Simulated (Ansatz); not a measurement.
Data:

```xyz
1
Lattice="0.0000 0.0000 -2.6495 -1.4278 2.0193 -1.3247 1.4278 2.0193 -1.3247" Properties=species:S:1:pos:R:3 pbc="T T T"
Pd     0.0000     0.0000     0.0000
```

No spin polarisation.

All numbers come from Ansatz (a first-principles code), PBEsol, PAW, cutoff 420 eV, without spin-orbit coupling. Γ-centred 21×21×21 mesh, Fermi–Dirac width 0.05 eV.

**Question.** What is the computed pressure (mean of the normal stresses, compression positive)?

**Answer.** -7.7 GPa.

**Question.** Estimate the band gap.

**Answer.** Zero.

A biaxial case was relaxed in a doubled cell and then solved in the primitive one. The cells carry an imposed strain or load. Stability against distortions was not tested. All final runs are without spin polarisation. The cell was made from Pd in the fcc (Cu type) structure (space group Fm-3m, No. 225) by this change: biaxial strain +4.20 %, plane normal [110], relaxed out of plane. Pd lies near a magnetic instability that expansion can trigger; it was not tested.
